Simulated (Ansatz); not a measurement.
System: In2Se3 (P6₁, No. 169, 30 atoms in the cell; start mp-612740). Method: r²SCAN+rVV10 (plane waves, PAW; Ansatz, a first-principles code).

Run with plane-wave cutoff 560 eV, 6×6×2 k mesh (along the axes of the cell as run), Fermi–Dirac smearing 0.01 eV, scalar-relativistic PAW data made under PBE.

Cell (relaxed at this level):

Space group P6₁ (No. 169); a = 7.1909 Å, b = 7.1909 Å, c = 19.3448 Å, α = 90.00°, β = 90.00°, γ = 120.00°

```csv
atom,site,symmetry,x,y,z
In,6a,1,0.0172,0.3459,0.3332
In,6a,1,0.3101,0.0092,0.6388
Se,6a,1,0.0416,0.3476,0.4693
Se,6a,1,0.0314,0.3665,0.1207
Se,6a,1,0.3456,0.0752,0.4927
```

Question: Estimate the band gap that the calculation returns.

Answer: 
- band gap: 1.50 eV (on the SCF k mesh)

Note: the relaxation could not lower the start's symmetry, so the cell can be a saddle point above a distorted one.

Spin–orbit coupling is not included.

Static lattice: no zero-point or thermal effects.

Cost on a shared machine: around 90 core-minutes (rough).

A start named mp-… is a Materials Project structure, which need not be a measured phase.
